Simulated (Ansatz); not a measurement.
The reference is YN in the rock salt structure (space group Fm-3m, No. 225; a = 4.896 Å). Axes: x, y, z lie along the cube axes.

It is then changed as follows: the cell is stretched by 4.80 % along z with no lateral relaxation; the atoms relax in the strained cell.

All numbers come from r2SCAN in Ansatz (plane waves to 500 eV, PAW, spin-orbit coupling left out).

Problem. Give the band edges at the high-symmetry points of the new zone, measured from its valence-band maximum.

Solution. 
| point | valence edge (eV) | conduction edge (eV) |
|---|---|---|
| Γ | 0.00 | 3.17 |
| X | -0.45 | 0.57 |
| P | -1.45 | 3.93 |
| N | -2.22 | 5.91 |
| M | -0.39 | 0.69 |
| S | -1.46 | 3.21 |
| S₀ | -1.46 | 3.21 |
| R | -1.55 | 3.97 |
| G | -1.55 | 3.97 |

The gap is 0.57 eV, indirect, Γ → X.

Whether these cells are dynamically stable was not tested. k-point labels follow each cell's own Brillouin zone.

Ansatz is a quantum-chemistry and plane-wave program.
